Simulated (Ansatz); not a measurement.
We consider NiSi (P2₁3, No. 198, 8 atoms in the cell; start mp-1095177; a measured phase of this formula has another space group), described by LDA in Ansatz (plane waves, PAW).

Run with plane-wave cutoff 520 eV, 12×12×12 k mesh, Fermi–Dirac smearing 0.05 eV, no spin polarisation, scalar-relativistic PAW data made under PBE.

Cell (relaxed at this level):

```cif
data_Ni4Si4
_chemical_formula_sum 'Si4 Ni4'
_space_group_name_H-M_alt 'P213'
_space_group_IT_number 198
_space_group_name_Hall 'P 2ac 2ab 3'
_cell_length_a 4.43033
_cell_length_b 4.43033
_cell_length_c 4.43033
_cell_angle_alpha 90.000
_cell_angle_beta 90.000
_cell_angle_gamma 90.000
loop_
_atom_site_label
_atom_site_type_symbol
_atom_site_symmetry_multiplicity
_atom_site_Wyckoff_symbol
_atom_site_fract_x
_atom_site_fract_y
_atom_site_fract_z
_atom_site_occupancy
Si1 Si 4 a 0.84632 0.84632 0.84632 1
Ni1 Ni 4 a 0.14914 0.14914 0.14914 1
```

Q: Give the computed bulk modulus B0.

A: 
bulk modulus B0: 213 GPa

Note: the run has no spin polarisation, so it can have missed a magnetic state; the bulk modulus is −V dP/dV from two relaxed cells at ±2 % in volume; the relaxation could not lower the start's symmetry, so the cell can be a saddle point above a distorted one.

Static lattice: no zero-point or thermal effects.

A start named mp-… is a Materials Project structure, which need not be a measured phase.

Ansatz is a program for electronic structure.
